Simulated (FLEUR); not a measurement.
Band structure of AlCo (Pm-3m, 2 atoms in the cell).

```xyz
2
Lattice="2.7952 0.0000 0.0000 0.0000 2.7952 0.0000 0.0000 0.0000 2.7952" Properties=species:S:1:pos:R:3 pbc="T T T"
Al     0.0000     0.0000     0.0000
Co     1.3976     1.3976     1.3976
```

Method: PBE, all-electron FLAPW (FLEUR), scalar-relativistic valence in FLEUR.

Settings: Kmax = 4.1 1/bohr; GmaxXC = 16.4 1/bohr; xcFunctional = pbe; jspins = 1; l_soc = F; mode = hist; fermiSmearingEnergy = 0.00999582 Htr; mesh (inpgen div1-3) = 9 9 9; inpgen gamma flag = false; Gmax = 16.4 1/bohr; numbands = 0; maxIterBroyd = 40; imix = Anderson; alpha = 0.05.

The starting cell comes from a database of computed structures (which also holds hypothetical and non-ambient phases and stackings), without a prior relaxation at this level. Its lattice was rescaled by a random factor within 2.5 % of one. Spin polarisation is off. Values depend on the basis (sphere radii, cutoffs, local orbitals), which need not be converged.

Levels in eV from the Fermi level, bands 6 to 13:
```json
[
 {"point": "Γ", "6": "-3.20", "7": "-0.86", "8": "-0.86", "9": "-0.86", "10": "6.28", "11": "6.28", "12": "6.28", "13": "9.26"},
 {"point": "X", "6": "-2.55", "7": "-1.81", "8": "-1.81", "9": "-0.74", "10": "0.27", "11": "8.50", "12": "10.97", "13": "10.97"},
 {"point": "M", "6": "-2.77", "7": "-2.77", "8": "-1.60", "9": "-1.60", "10": "-0.20", "11": "2.66", "12": "3.92", "13": "13.34"},
 {"point": "R", "6": "-4.18", "7": "-0.16", "8": "-0.16", "9": "2.41", "10": "2.41", "11": "2.41", "12": "4.69", "13": "5.81"}
]
```
